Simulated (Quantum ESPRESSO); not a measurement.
A user runs Quantum ESPRESSO on Cu3Pt (Pm-3m, 4 atoms in the cell) and asks whether the run is sound. The aim is a self-consistent single point with DFT, LDA (PZ), plane waves, GBRV 1.5 ultrasoft (LDA) pseudopotentials.

Cell that was meant: a = 3.7100 Å, b = 3.7100 Å, c = 3.7100 Å, α = 90.00°, β = 90.00°, γ = 90.00°.

Part of the input:

```fortran
   degauss = 0.0147
/
&ELECTRONS
   conv_thr = 1.0d-1
/
ATOMIC_SPECIES
Pt   195.0840  pt_lda_v1.4.uspp.F.UPF
```

Log, with long lists cut:

```
     Message from routine setup:
     using ibrav=0 with symmetry is DISCOURAGED, use correct ibrav instead
     G-vector sticks info
   [... lines left out ...]
        k(    2) = (   0.0555556   0.0555556   0.1666667), wk =   0.0658436
        k(    3) = (   0.0555556   0.0555556   0.2777778), wk =   0.0658436
   [... 32 lines left out ...]

     Dense  grid:    46681 G-vectors     FFT dimensions: (  45,  45,  45)

     Smooth grid:    16519 G-vectors     FFT dimensions: (  32,  32,  32)

     Initial potential from superposition of free atoms

     starting charge      69.5000, renormalised to      73.0000

     negative rho (up, down):  1.938E-01 0.000E+00
     Self-consistent Calculation

     iteration #  1     ecut=    50.00 Ry     beta= 0.70

     negative rho (up, down):  1.660E-01 0.000E+00

     total energy              =   -1414.87089784 Ry
     estimated scf accuracy    <      11.35141865 Ry

     iteration #  2     ecut=    50.00 Ry     beta= 0.70

     negative rho (up, down):  1.749E-01 0.000E+00

     total energy              =   -1418.31282842 Ry
     estimated scf accuracy    <      23.49763926 Ry

     iteration #  3     ecut=    50.00 Ry     beta= 0.70

     negative rho (up, down):  1.766E-01 0.000E+00

     total energy              =   -1421.40407679 Ry
     estimated scf accuracy    <       0.55957036 Ry

   [... 4 blocks of this kind left out ...]

     iteration #  8     ecut=    50.00 Ry     beta= 0.70

     negative rho (up, down):  1.775E-01 0.000E+00

     total energy              =   -1421.48059638 Ry
     estimated scf accuracy    <       0.19000732 Ry

     iteration #  9     ecut=    50.00 Ry     beta= 0.70

     negative rho (up, down):  1.758E-01 0.000E+00
     End of self-consistent calculation

     the Fermi energy is    16.8062 ev

!    total energy              =   -1421.45488922 Ry
     estimated scf accuracy    <       0.03827996 Ry
     smearing contrib. (-TS)   =      -0.00194629 Ry
     internal energy E=F+TS    =   -1421.45294294 Ry

     convergence has been achieved in   9 iterations

     negative rho (up, down):  1.758E-01 0.000E+00

     Forces acting on atoms (cartesian axes, Ry/au):

     atom    1 type  1   force =     0.00000000    0.00000000    0.00000000
   [... zero for the other atoms too ...]

     Total force =     0.000000     Total SCF correction =     0.000000

     negative rho (up, down):  1.758E-01 0.000E+00
          total   stress  (Ry/bohr**3)                   (kbar)     P=     6238.85
   0.04241085   0.00000000   0.00000000         6238.85        0.00        0.00
   0.00000000   0.04241085   0.00000000            0.00     6238.85        0.00
   0.00000000   0.00000000   0.04241085            0.00        0.00     6238.85

   JOB DONE.
```

Question: Is this run sound? If not, what is wrong?

Answer: The run is not sound. The fault is a convergence threshold that is too loose. A loop that stops early leaves an energy error of second order in the density error, but errors of first order in forces and stress. To fix it, tighten the threshold. The run converged in 9 iterations without an error; against the sound input the free energy rises by 102 meV/atom and the pressure goes from -13.05 to 623.9 GPa.

An input that runs soundly differs in these lines (not the only fix; some lines may just follow from the change or write a value another way):
```diff
-   conv_thr = 1.0d-1
+   conv_thr = 1e-10
```

With that input, the run converged in 23 iterations: free energy E − TS -19340.2862 eV; Fermi level (on the code's own zero) 16.98 eV; pressure -13.05 GPa (DFT, LDA (PZ), plane waves, GBRV 1.5 ultrasoft (LDA) pseudopotentials).

On the sound input: the starting cell comes from a database of published, mostly measured structures (it also holds non-ambient and calculated ones), without a prior relaxation at this level. Spin polarisation is off. With a pressure of about -13 GPa the cell is away from its equilibrium volume at this level.
